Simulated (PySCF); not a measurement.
PySCF 2.14.0, BP86/def2-svp, df: Cr(O)2(Cl)(SH) ([O]=[Cr](=[O])([SH])[Cl]), 6 atoms. The geometry is a generated start, not checked to be a minimum at this level.

- task = energy
- method = bp86
- basis = def2-svp
- two-electron scheme = density fitting
- mol.max_memory = 3000 MB
- mf.max_cycle = 100
- mf.init_guess = minao (default)
- mf.DIIS = CDIIS (default)
- mf.diis_space = 8 (default)
- mf.conv_tol = 1e-09 (default)
- mf.grids.level = 3 (default)
- basis functions = 100
- grid points = 96640

```xyz
6

Cr     0.5266     0.3093     0.1581
O      0.7981     0.4563    -1.3552
O      1.5514    -0.2336     1.1794
Cl    -0.3768     1.9745     0.8871
S     -1.0166    -1.3141     0.1879
H     -1.4827    -1.1923    -1.0573
```

Charge 0 and multiplicity 1 are set for this test and not shown to be the ground state.

One run each on 2 threads, 1 BLAS thread. Values of level_shift (Hartree) tried: 0 (default), 0.1, 0.3, 1.

Q: Predict the course of the Fock builds along this series.

A: Fewest Fock builds: 0.1 with 19. The count rises to 50 at 0 (default). The run ends without SCF convergence in 100 cycles at 0.3, 1.

| level_shift (Hartree) | Fock builds | end |
|---|---|---|
| 0 (default) | 50 | same solution |
| 0.1 | 19 | same solution |
| 0.3 | 38 | no convergence |
| 1 | 77 | no convergence |
